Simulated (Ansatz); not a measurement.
An Ansatz (a quantum-chemistry and plane-wave program) run: a single point on HfO2 with a change (uniaxial stress, 2 GPa compression along z), its geometry relaxed with PBEsol; Ansatz, r2SCAN, PAW, cutoff 500 eV, no spin-orbit coupling, earlier PAW set.

Input:

Ansatz 0.2 input:
```yaml
crystal:
  lattice:
    - [3.5702051359, 0, 0]
    - [0, 3.5702051359, 0]
    - [0, 0, 5.1338345658]
  atoms:
    - { symbol: Hf, position: [0, 0, 0] }
    - { symbol: Hf, position: [0.5, 0.5, 0.5] }
    - { symbol: O, position: [0, 0.5, 0.201929576] }
    - { symbol: O, position: [0, 0.5, 0.701929576] }
    - { symbol: O, position: [0.5, 0, 0.298070424] }
    - { symbol: O, position: [0.5, 0, 0.798070424] }
basis: { ecutwfc: 500, ecutrho_ratio: 4, xc_grid: 4, fft_grid_basis: typed }
kpoints: { mp_grid: { grid: [9, 9, 7] } }
hamiltonian:
  xc: r2scan
  dispersion: none
  pseudopotentials: { azcp: { folder: ./paw }, kind: paw }
scf: { occupations: { method: fermi_dirac, width: 0.05 }, convergence: { dr2_threshold: 0.0000000006 } }
output: { forces: true, stress: true }
checkpoint: { write: state.ck, write_every: 1000 }
```

Output:

```
WARN ansatz: RAYON_NUM_THREADS=2 ignored (pool sized by the plan → 2); use --threads N
Pseudopotentials: kind: paw
Pseudopotential: Hf, paw, valence charge 26
Pseudopotential: O, paw, valence charge 6
Functional definition: r2SCAN
Crystal: 6 atoms, lattice volume = 65.438 Å³
Basis set: ecut = 500 eV, 1675 PW (Γ), exchange–correlation on 108×108×160 points (64 copies of the dense FFT grid, shifted against one another)
Bands: 44, of which v1, the nominal top of the filled ones, is band 38 counted from 1 (37 counted from 0)
Symmetry: 16 space group operations
Space group: P42/nmc (ITA 137), of the structure as read, at distance tolerance 4.0e-5 Å
k-points: 60 of 567
PAW frozen core: Hf, regenerated for the run's functional
PAW frozen core: O, regenerated for the run's functional
Initial density: superposition of atomic densities (chi_scale 0.1, normalization cell, long waves kept (reshape's long-wave potential 0.00 eV rms))
Initial wavefunctions: pseudopotential atomic-orbital guess
Eigensolver: davidson
Functional: x = r2scan, c = r2scan; τ floored in thin density (d = 2e-4 eV/Å³)
SCF iter   1: F=—  HF=-33754.436888 eV  |F-HF|=—  |Δ(HF+E_count)|=         —  Δρ=9.03e-2  dr2=3.90e0  dr2_τ=3.58e-1  ethr=3.10e-3  ⟨swp⟩=5.7  Hψ=8402  notcnv=0
all-band conjugate gradients solve this SCF's bands
preconditioner: auto → Resta (q_TF=auto, 2.797 Å⁻¹)
SCF iter   2: F=—  HF=-33754.090384 eV  |F-HF|=—  |Δ(HF+E_count)|=   3.47e-1  Δρ=4.65e-2  dr2=1.13e0  dr2_τ=8.23e-2  ethr=3.10e-3  ⟨swp⟩=2.0  Hψ=5641  notcnv=0  defer=120
SCF iter   3: F=—  HF=-33754.095700 eV  |F-HF|=—  |Δ(HF+E_count)|=   5.32e-3  Δρ=2.26e-2  dr2=2.74e-1  dr2_τ=2.91e-2  ethr=1.49e-3  ⟨swp⟩=2.0  Hψ=4560  notcnv=0  defer=120
SCF iter   4: F=—  HF=-33754.004317 eV  |F-HF|=—  |Δ(HF+E_count)|=   9.14e-2  Δρ=7.44e-3  dr2=2.57e-2  dr2_τ=1.62e-3  ethr=3.60e-4  ⟨swp⟩=3.0  Hψ=5194  notcnv=0  defer=120
SCF iter   5: F=—  HF=-33754.015314 eV  |F-HF|=—  |Δ(HF+E_count)|=   1.10e-2  Δρ=2.82e-3  dr2=4.81e-3  dr2_τ=6.39e-4  ethr=3.38e-5  ⟨swp⟩=2.0  Hψ=4577  notcnv=0  defer=120
SCF iter   6: F=—  HF=-33754.014657 eV  |F-HF|=—  |Δ(HF+E_count)|=   6.57e-4  Δρ=5.67e-4  dr2=2.10e-4  dr2_τ=3.02e-5  ethr=6.34e-6  ⟨swp⟩=2.0  Hψ=4350  notcnv=0  defer=120
SCF iter   7: F=—  HF=-33754.014927 eV  |F-HF|=—  |Δ(HF+E_count)|=   2.69e-4  Δρ=4.31e-4  dr2=9.12e-5  dr2_τ=5.26e-6  ethr=2.77e-7  ⟨swp⟩=2.0  Hψ=4805  notcnv=0  defer=120
SCF iter   8: F=—  HF=-33754.014923 eV  |F-HF|=—  |Δ(HF+E_count)|=   3.65e-6  Δρ=5.52e-5  dr2=1.60e-6  dr2_τ=1.51e-7  ethr=1.20e-7  ⟨swp⟩=2.0  Hψ=4800  notcnv=0  defer=120
SCF iter   9: F=—  HF=-33754.014920 eV  |F-HF|=—  |Δ(HF+E_count)|=   2.43e-6  Δρ=1.20e-5  dr2=5.29e-8  dr2_τ=3.81e-9  ethr=2.10e-9  ⟨swp⟩=2.6  Hψ=4977  notcnv=0  defer=120
SCF iter  10: F=—  HF=-33754.014920 eV  |F-HF|=—  |Δ(HF+E_count)|=   2.31e-8  Δρ=1.24e-6  dr2=5.06e-10  dr2_τ=1.55e-10  ethr=1.00e-12  ⟨swp⟩=4.4  Hψ=13392  notcnv=0
SCF iter  11: F=-33754.014920 eV  HF=-33754.014920 eV  |F-HF|=1.46e-11  |Δ(HF+E_count)|=  2.33e-10  Δρ=2.11e-7  dr2=1.82e-11  dr2_τ=2.70e-12  ethr=1.00e-12  ⟨swp⟩=4.0  Hψ=9588  notcnv=0
SCF 1 converged in 11 iterations: F = -33754.014920 eV  dr2 = 1.82e-11
SCF converged after 11 iterations
Free energy (F): -33754.014920 eV
Harris-Foulkes:  -33754.014920 eV  (|F-HF|=1.46e-11)
Internal energy: -33754.014920 eV  (E = F + TS)
E sigma→0 (E₀):  -33754.014920 eV
Fermi energy:    16.322827 eV
--- Per-component energies (eV) ---
  E_band       = -49.784975
  E_kinetic    = 1493.749406
  E_local      = -14050.014812  (includes V_loc(G=0)·N_el)
  E_nonlocal   = 329.587919
  E_hartree    = 6705.953261
  E_xc         = -790.319565
  E_vxc        = -972.579757  (∫ρ·V_xc dr)
  E_paw        = -16106.237631  (= ΣΔE_a)
  E_vpaw       = -316.006640  (= ΣTr[D̂ρ^β])
  E_aug_tail   = 0.001185  (compensation charges beyond the density's cutoff)
  E_vtau       = 53.571141  (kinetic-family band-sum trace: ∫τ·v_τ [+ j·A + Jᵃ·Aᵃ] dr)
  E_ewald      = -11337.250026
  E_core_change = 0.515344  (= ΣΔE_core)
  E_smearing   = -0.000000  (= −TS)
  E_closure    = 0.000000  (closes the sum)
  Σ components = -33754.014920   (vs F -33754.014920, Δ=0.00e0)
  [band-id]    e_kinetic+e_local+e_nonlocal+2·e_hartree+e_vxc+e_vpaw+e_augmentation_tail+e_vtau = -49.785037   (vs E_band -49.784975, Δ=-6.21e-5)
--- Forces (eV/Å), atoms counted from 1 ---
  atom   1  Hf     0.00000000     0.00000000    -0.00000000
  atom   2  Hf     0.00000000     0.00000000     0.00000000
  atom   3  O      0.00000000     0.00000000    -0.03070460
  atom   4  O      0.00000000     0.00000000    -0.03070460
  atom   5  O      0.00000000     0.00000000     0.03070460
  atom   6  O      0.00000000     0.00000000     0.03070460
  max |Σ_I F_I| component: 0.00e0 eV/Å
--- Stress (GPa, compression-positive) ---
        2.081666       0.000000       0.000000
        0.000000       2.081666       0.000000
        0.000000       0.000000       4.349449
  P = ⅓ Tr σ = 2.8376 GPa (28.376 kbar)
  The stress holds the Pulay correction. Without it, at fixed plane waves, as pw.x and ABINIT print it: P = 2.7279 GPa
  The stress includes an estimate of the error left by incomplete SCF convergence (largest component 0.0001 GPa).
--- Band table ---
  band table: none
```

Single points use the geometry relaxed with PBEsol. With Hf present, leaving out spin-orbit coupling can change the band edges. Load acts through the strain it causes; cell and atoms are relaxed under it. Beyond what the load breaks, stability against distortions was not tested. The cell was made from HfO2 (space group P4_2/nmc, No. 137) by this change: uniaxial stress, 2 GPa compression along z. This is not the structure that HfO2 has at room temperature and ambient pressure.
